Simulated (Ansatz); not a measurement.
## How the bulk modulus B0 of RhN (model structure, started from the WC type, P-6m2, No. 187, 2 atoms in the cell) moves with the method

No measured value is used here.

```
level (code)     value (GPa)  cell (Å³/atom)
---------------  -----------  --------------
LDA (Ansatz)             270            9.97
PBE (Ansatz)             232           10.62
PBEsol (Ansatz)          259           10.21
r²SCAN (Ansatz)          236           10.28
```

The crystal itself was run without spin with LDA, PBE, PBEsol, r²SCAN; a magnetic state was not tried in these runs. LDA, PBE, PBEsol, r²SCAN: the run has no spin polarisation, so it can have missed a magnetic state. LDA, PBE, PBEsol, r²SCAN: the bulk modulus is −V dP/dV from two relaxed cells at ±2 % in volume. Each level is taken at its own relaxed cell. Cutoffs differ between the levels. Ansatz's density-functional and Hartree–Fock values are scalar-relativistic unless marked +SOC, with PAW data made under PBE.

A model structure was made by putting elements into a prototype or built by hand; it is no filed structure, need not be a known phase, and can be a saddle point held by its symmetry.

Ansatz is an electronic-structure program.
